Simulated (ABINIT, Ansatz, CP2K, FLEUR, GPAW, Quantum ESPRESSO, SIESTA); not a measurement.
## Code comparison for Ta2Co (I4/mcm, 6 atoms in the cell)

Self-consistent single point.

```xyz
6
Lattice="-3.0421 3.0421 2.4828 3.0421 -3.0421 2.4828 3.0421 3.0421 -2.4828" Properties=species:S:1:pos:R:3 pbc="T T T"
Ta     4.0238     0.9817     0.0000
Ta    -0.9817     2.0604     2.4828
Ta     2.0604     0.9817     2.4828
Ta     0.9817     2.0604     0.0000
Co     0.0000     0.0000     3.7241
Co     0.0000     0.0000     1.2414
```

All programs got the same cell, k-point mesh and kind of occupations (in Ansatz's words: kpoints.mp_grid.grid = 6 6 6; scf.occupations.method = fermi_dirac; scf.occupations.width = 0.1 eV); potentials, basis and cutoffs are each program's usual ones.

| code | model | pressure (GPa) | largest force (eV/Å) | k-points | cutoff |
|---|---|---|---|---|---|
| ABINIT | PBEsol, norm-conserving pseudopotentials (PseudoDojo nc-sr-04 PBEsol standard) | -3.57 | 0.002 | 30 | 48 Ha |
| Quantum ESPRESSO | PBEsol, PSlibrary PAW (PBE) pseudopotentials | -5.17 | 0.004 | 30 | 50 Ry |
| SIESTA | GGA PBEsol, numerical atomic orbitals DZP, PseudoDojo PBEsol standard norm-conserving potentials (rewritten from UPF to PSML) | -7.13 | 0.105 | 132 | grid 300 Ry |
| Ansatz | PBEsol, PAW files made with PBE | -3.78 | 0.003 | 30 | default |
| FLEUR | PBEsol, all-electron FLAPW (FLEUR), scalar-relativistic valence | – | 0.017 | 30 | Kmax 4.2 1/bohr |
| GPAW | PBEsol, GPAW PAW datasets PBEsol (made by gpaw-setup) | -3.16 | 0.009 | 30 | 800 eV |
| CP2K | PBEsol, GPW, DZVP-MOLOPT-SR-GTH basis, GTH-PBE potentials (GTH_POTENTIALS) | -4.32 | 0.049 | 112 | grid 600 Ry |

A dash marks a value that a program does not give, or that is left out as unsure.

The spread over the programs that give each value: pressure within 3.97 GPa; largest force within 0.103 eV/Å.

The starting cell comes from a database of computed structures (which also holds hypothetical and non-ambient phases and stackings), without a prior relaxation at this level. On Ansatz's run: Spin-orbit coupling is off. Spin polarisation is off. In the base run, with a pressure of about -4 GPa the cell is away from its equilibrium volume at this level.

**Question.** Why do the programs differ, and what cannot be compared?

**Answer.** Differences of this kind can come from the potentials, where these differ, and from what each basis and cutoff leave unconverged. The valence holds different numbers of electrons (ABINIT 86, Quantum ESPRESSO 70, SIESTA 86, Ansatz (a program for electronic structure) 86, FLEUR 138, GPAW 70, CP2K 86). The zero of total energies and Fermi levels follows the potentials and each program's conventions, so they are not compared here. SIESTA and CP2K use small atom-centred bases, whose incompleteness enters pressures, forces and empty levels differently from a plane-wave cutoff. FLEUR treats all electrons, but the usual bases taken here (sphere radii, linearisation, local orbitals, empty states) were not tested for convergence, so the values are no reference for the others. Ansatz's pressure is given at a fixed set of plane waves, as the other plane-wave codes print theirs; with its correction for the finite basis it is -3.72 GPa. The programs reduce the same mesh by symmetry to different extents, which changes the work and not the result. In the pressure, Quantum ESPRESSO (by 1.49) and SIESTA (by 3.45) lie more than 1 GPa from the median of the plane-wave programs. In the force vectors, SIESTA (by 0.104) lies more than 0.08 eV/Å from the median of the plane-wave programs.

Left out of this page: Elk (not drawn, or without a comparable value).

Keys are those of Ansatz 0.2.
